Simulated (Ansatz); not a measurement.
Take BAs in the zinc blende structure (space group F-43m, No. 216; a = 4.809 Å) as the base. Axes: x, y, z lie along the cube axes.

Method: PBE (Ansatz, a program for electronic structure; PAW; 420 eV plane waves; no SOC).

Perturbation: the cell is scaled by 1.0150 in all directions, atoms relaxed at fixed cell.

Question: Predict the stress tensor and what it implies for the stiffness.

Answer: Stress of the strained cell less that of the base (GPa, compression positive):
```
  -5.35    0.00    0.00
   0.00   -5.35    0.00
   0.00    0.00   -5.35
```

Then B = −ΔP/(ΔV/V₀) with ΔV/V₀ = 0.0457 gives secant stiffness values (nonlinear terms included at this strain): B ≈ 117 GPa.

As a check, the harmonic strain energy −½ V₀ Δσ:ε is 10 meV/atom; the computed energy rise is 11 meV/atom.

No phonon test of stability was made.
